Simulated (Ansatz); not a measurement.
**Li on the 1x1 (111) surface of fcc Cu, one in a 2x2 cell, started at the site 'hollow Cu-Cu-Cu over Cu at depth 2.1 Å'**

Method: PBE (plane waves to 420 eV, PAW; Ansatz, an electronic-structure program).

Model: 17-atom slab, 6.2 Å thick at the start under the adsorbate (thin: gaps and levels are the slab's own), 6x6x1 mesh, Fermi-Dirac 0.1 eV, dipole correction, 8 atoms held, the rest relaxed; start symmetry kept, larger cells not searched; no spin, no spin-orbit, no U, no dispersion correction. At the end it is bonded to 3 Cu. In PBE it is, or lies within 0.03 eV of, the lowest of the starts that converged.

```yaml
adsorption energy against an atom of bcc Li: -0.44 eV
work_function_of_the_top_face: 2.05 eV
change_of_the_work_function: -2.72 eV
change_of_the_step_from_the_bottom_to_the_top_vacuum_level_against_the_clean_slab: -2.71 eV
energy_released_by_relaxation: 0.062 eV
height of the binding atom over the mean of the host atoms within 0.3 Å of the top one: 3.794 bohr
nearest_host_atoms_of_the_binding_atom: Cu at 2.52 Å, Cu at 2.52 Å, Cu at 2.52 Å
largest_move_of_a_host_atom: 0.10 Å
cost: around 3.0 core-minutes (rough)
```

A negative adsorption energy means that the adsorbate is more stable on the surface than in its reference.
